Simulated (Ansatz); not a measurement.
H on the 1x1 (0001) surface of corundum (cut with top plane Al), one in a 1x1 cell, energies for each (20.0 Å²). Energies are against ½ H2(g), without zero-point or thermal terms; each row is named by its start (#2, #3: further inequivalent places of a kind).

Host crystal: corundum, with a band gap (PBE, scalar-relativistic without spin-orbit coupling).

Computed with PBE (plane waves to 420 eV, PAW; Ansatz, a program for electronic structure).

Slab: 21 atoms, 6.7 Å thick at the start under the adsorbate (thin: gaps and levels are the slab's own); k 6x6x1, smearing 0.01 eV, dipole-corrected; 9 atoms held, the rest relaxed; each run with such symmetry as its start has; spin-polarised, no spin-orbit, no U, no dispersion correction.

A negative adsorption energy means that the adsorbate is more stable on the surface than in its reference. Starts that drift may end in the same place. Heights count from the host atoms within 0.3 Å of the top one. Moments of ungapped slabs depend on the mesh.

```csv
starting site,E_ads (eV),height (Å),nearest host atom (Å),bonded to,change of the vacuum step (eV),lateral drift (Å),moment (μB)
top Al,1.93,1.68,Al 1.68,Al,0.80,0.0,1.0
top O,1.31,0.17,O 0.98,O,0.90,0.5,1.0
over Al at depth 1.0 Å (the adsorbate is not bonded to the surface),2.26,3.36,O 3.74,none within bonding distance,0.04,0.0,1.0
over Al at depth 1.2 Å (the adsorbate is not bonded to the surface),2.26,3.25,O 3.61,none within bonding distance,0.09,0.0,1.0
hollow Al-O-O-O over O at depth 2.3 Å,1.93,1.68,Al 1.68,Al,0.80,1.6,1.0
hollow Al-O-O-O over O at depth 2.3 Å #2,1.93,1.68,Al 1.68,Al,0.81,1.6,1.0
bridge O-O (span 2.6 Å),1.93,1.68,Al 1.68,Al,0.80,2.1,1.0
```
